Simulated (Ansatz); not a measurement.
## Ti, pressure series

Start from Ti in the hcp (Mg type) structure (space group P6_3/mmc, No. 194; a = 2.939 Å, c = 4.650 Å).

Cell and atoms are relaxed at each pressure.

The values are results of DFT with PBE, PAW potentials and a 420 eV plane-wave cutoff in Ansatz (an electronic-structure program), no spin-orbit coupling, not measurements.

```csv
pressure (GPa),volume per atom (Å³/atom)
-2,17.718
-1,?
0,17.394
0.9,17.255
2.1,17.080
4.5,16.751
15,15.577
22.5,14.914
30,14.352
```

### Question
Fit the third-order Birch–Murnaghan form P(V) = (3B₀/2)[(V₀/V)^(7/3) − (V₀/V)^(5/3)]·[1 + (3/4)(B₀′ − 4)((V₀/V)^(2/3) − 1)] (squares taken in P) to the rows shown and predict the withheld row.

### Answer
Least squares on the printed values gives V₀ = 17.393 Å³/atom, B₀ = 112 GPa, B₀′ = 3.5; this predicts 17.551 Å³/atom, and the run gives 17.554 Å³/atom, 0.003 higher.

Load acts through the strain it causes; cell and atoms are relaxed under it. Whether these cells are dynamically stable was not tested. No other phases were tried under pressure. All final runs are without spin polarisation.
